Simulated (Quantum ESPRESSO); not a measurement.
Worked example: self-consistent single point of NaMoO2 (R-3m, 4 atoms in the cell) in Quantum ESPRESSO.

Method of the run: PBEsol+U, GBRV 1.5 ultrasoft (PBESOL) pseudopotentials (plane waves; Quantum ESPRESSO).

```yaml
crystal:
  lattice:
    - [1.61678, -0.93344, 5.21932]
    - [0.00000, 1.86689, 5.21932]
    - [-1.61678, -0.93344, 5.21932]
  atoms:
    - { symbol: Na, position: [0.50000, 0.50000, 0.50000] }
    - { symbol: Mo, position: [0.00000, 0.00000, 0.00000], spin: 2.0 }
    - { symbol: O, position: [0.26510, 0.26510, 0.26510] }
    - { symbol: O, position: [0.73490, 0.73490, 0.73490] }
```
(The spins are starting values, not results.)

Reference input (self-consistent single point, DFT, PBEsol+U, plane waves, GBRV 1.5 ultrasoft (PBESOL) pseudopotentials): ecutwfc = 40 Ry; ecutrho = 320 Ry; occupations = smearing; smearing = gauss; degauss = 0.000734986 Ry; nspin = 2; potentials = {Na: na_pbesol_v1.5.uspp.F.UPF, Mo: mo_pbesol_v1.uspp.F.UPF, O: o_pbesol_v1.2.uspp.F.UPF}; K_POINTS = automatic 6 6 6 0 0 0; HUBBARD = ortho-atomic; U Mo-4d 4.38 eV; conv_thr = 1e-09 Ry; mixing_beta = 0.3. This run's input differs from it in these lines:

```diff
@@ -38,3 +38,3 @@
 HUBBARD {ortho-atomic}
-U Mo-4d 4.38
+U Mo-4d 4
```

Log, with long lists cut:

```
     Self-consistent Calculation

     iteration #  1     ecut=    40.00 Ry     beta= 0.30

     =================== HUBBARD OCCUPATIONS ===================
     ------------------------ ATOM    2 ------------------------
     Tr[ns(  2)] (up, down, total) =   3.51067  0.49155  4.00222
     Atomic magnetic moment for atom   2 =   3.01912
     SPIN  1
     eigenvalues:
       0.285  0.285  0.977  0.982  0.982
     SPIN  2
     eigenvalues:
       0.055  0.060  0.060  0.159  0.159

     Number of occupied Hubbard levels =    4.0022

     negative rho (up, down):  0.000E+00 1.112E-04

     total energy              =    -298.75844373 Ry
   [... lines left out ...]

     total energy              =    -298.91563042 Ry
     estimated scf accuracy    <          8.1E-09 Ry

     total magnetization       =     3.00 Bohr mag/cell
     absolute magnetization    =     3.02 Bohr mag/cell

     iteration # 13     ecut=    40.00 Ry     beta= 0.30

     negative rho (up, down):  0.000E+00 1.898E-03

     Magnetic moment per site  (integrated on atomic sphere of radius R)
     atom   1 (R=0.180)  charge=  8.0214  magn=  0.0012
     atom   2 (R=0.160)  charge=  9.8389  magn=  1.7939
     atom   3 (R=0.160)  charge=  5.8519  magn=  0.0693
     atom   4 (R=0.160)  charge=  5.8519  magn=  0.0693
     End of self-consistent calculation

     =================== HUBBARD OCCUPATIONS ===================
     ------------------------ ATOM    2 ------------------------
     Tr[ns(  2)] (up, down, total) =   3.59710  0.77396  4.37106
     Atomic magnetic moment for atom   2 =   2.82314
     SPIN  1
     eigenvalues:
       0.313  0.313  0.987  0.992  0.992
     SPIN  2
     eigenvalues:
       0.090  0.095  0.095  0.247  0.247

     Number of occupied Hubbard levels =    4.3711

     the Fermi energy is    12.4392 ev

!    total energy              =    -298.91563044 Ry
     estimated scf accuracy    <          3.7E-10 Ry
     smearing contrib. (-TS)   =      -0.00000000 Ry
     internal energy E=F+TS    =    -298.91563044 Ry

     Hubbard energy            =       0.15937331 Ry

   [... lines left out ...]
     total magnetization       =     3.00 Bohr mag/cell
     absolute magnetization    =     3.02 Bohr mag/cell
     Total force =     0.002251     Total SCF correction =     0.000020
   [... lines left out ...]

     negative rho (up, down):  0.000E+00 1.898E-03
          total   stress  (Ry/bohr**3)                   (kbar)     P=       11.97
   0.00005863   0.00000000  -0.00000000            8.63        0.00       -0.00
  -0.00000000   0.00005863   0.00000000           -0.00        8.63        0.00
   0.00000000   0.00000000   0.00012684            0.00        0.00       18.66

   JOB DONE.
```

The run converged in 13 iterations. Against the reference run the pressure goes from 1.54 to 1.20 GPa, the largest force goes from 0.009 to 0.041 eV/Å, the gap on the mesh goes from 2.575 to 2.480 eV and the size of the net moment stays at 0.75 μB/atom.

The starting cell comes from a database of computed structures (which also holds hypothetical and non-ambient phases and stackings), without a prior relaxation at this level. With one magnetic atom in the cell only a parallel order is possible. With U or open f shells several self-consistent states can exist.

Cost on one core of a shared machine: roughly 2 min.
